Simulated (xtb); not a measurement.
xtb 6.7.1, GFN1-xTB: COc1cc(F)c(-c2cc3c(s2)-c2sccc2C3(C)C)s1, 34 atoms. The geometry is a generated start, not checked to be a minimum at this level.

```yaml
method: GFN1-xTB
"--acc": 1 (default)
"--etemp (K)": 300 (default)
detailed input (--input): "none: ANC optimiser, Lindh (1995) Hessian, microcycle=20, maxdispl=1.0, hlow=0.01 (default)"
basis_functions: 128
valence_electrons: 108
```

The structure is relaxed from this start with --opt LEVEL for the levels crude, sloppy, loose, lax, normal, tight, vtight, extreme, once each. Up to the end of the extreme run atoms move by at most 0.89 Å along an axis.

Which level is enough to come within 5 meV of the tightest end point?

lax: 22 cycles against 68, ending 2.6 meV above.

```json
[
 {"level": "crude", "cycles": "4", "energy above the extreme run (meV)": "44", "gradient norm (eV/Å)": "0.26"},
 {"level": "sloppy", "cycles": "10", "energy above the extreme run (meV)": "22", "gradient norm (eV/Å)": "0.16"},
 {"level": "loose", "cycles": "17", "energy above the extreme run (meV)": "6.7", "gradient norm (eV/Å)": "0.11"},
 {"level": "lax", "cycles": "22", "energy above the extreme run (meV)": "2.6", "gradient norm (eV/Å)": "0.052"},
 {"level": "normal", "cycles": "28", "energy above the extreme run (meV)": "1.0", "gradient norm (eV/Å)": "0.015"},
 {"level": "tight", "cycles": "44", "energy above the extreme run (meV)": "0.22", "gradient norm (eV/Å)": "0.0036"},
 {"level": "vtight", "cycles": "68", "energy above the extreme run (meV)": "under 0.01", "gradient norm (eV/Å)": "0.0015"},
 {"level": "extreme", "cycles": "68", "energy above the extreme run (meV)": "—", "gradient norm (eV/Å)": "0.0015"}
]
```
